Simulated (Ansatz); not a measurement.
Reference: ScIn₃ (Pm-3m), PBEsol, DFPT electron-phonon coupling, linearised Boltzmann equation (plane waves, PAW, scalar-relativistic; Ansatz, a first-principles code); geometry: relaxed with this functional, without spin-orbit coupling.

```cif
data_In3Sc
_chemical_formula_sum 'Sc1 In3'
_space_group_name_H-M_alt 'Pm-3m'
_space_group_IT_number 221
_space_group_name_Hall '-P 4 2 3'
_cell_length_a 4.45315
_cell_length_b 4.45315
_cell_length_c 4.45315
_cell_angle_alpha 90.000
_cell_angle_beta 90.000
_cell_angle_gamma 90.000
loop_
_atom_site_label
_atom_site_type_symbol
_atom_site_symmetry_multiplicity
_atom_site_Wyckoff_symbol
_atom_site_fract_x
_atom_site_fract_y
_atom_site_fract_z
_atom_site_occupancy
Sc1 Sc 1 a 0.00000 0.00000 0.00000 1
In1 In 3 c 0.00000 0.50000 0.50000 1
```

- resistivity at 300 K: 14.1 μΩ·cm

Swap Sc for Y, keeping the structure type. How do these values move?

YIn3 (Pm-3m): volume per atom 22.1 to 23.9 Å³; resistivity at 300 K stays about the same (14.1 μΩ·cm to 12.6 μΩ·cm).

Swap In for Ga, keeping the structure type. How do these values move?

ScGa$_{3}$ (Pm-3m): volume per atom 22.1 to 16.6 Å³; resistivity at 300 K falls (14.1 μΩ·cm to 11.9 μΩ·cm).

Moves up to 14 % count as about the same. Metals; harmonic phonons alone scatter; means over directions. Halving the electron mesh moves these values by up to 10 %; q meshes are mostly untested. Spin-orbit coupling is left out.

Formula and space group known from diffraction (Crystallography Open Database), not checked to be the room-temperature form: ScGa3 (Pm-3m), ScIn3 (Pm-3m), YIn3 (Pm-3m).
